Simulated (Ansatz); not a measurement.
Start from Zr in the hcp (Mg type) structure (space group P6_3/mmc, No. 194; a = 3.244 Å, c = 5.158 Å; relaxed with 0.1 eV smearing). Axes: x lies along a and z along c of the hexagonal cell.

The values are results of r2SCAN/PAW in Ansatz (an electronic-structure program), without spin-orbit coupling, earlier PAW set, not measurements.

Base values:

| Quantity | Value |
|---|---|
| Pressure | 0.0 GPa |

Now apply this change: biaxial strain −0.35 %, plane normal [001], relaxed out of plane (Cartesian); in-plane vectors clamped, the third vector and the atoms free.

Problem. What does the calculation give for the out-of-plane strain and pressure after the change?

Solution. The out-of-plane strain is +0.26 %; the pressure (mean of the normal stresses, compression positive) goes from zero to 0.4 GPa.

Stability against distortions was not tested. All final runs are without spin polarisation.
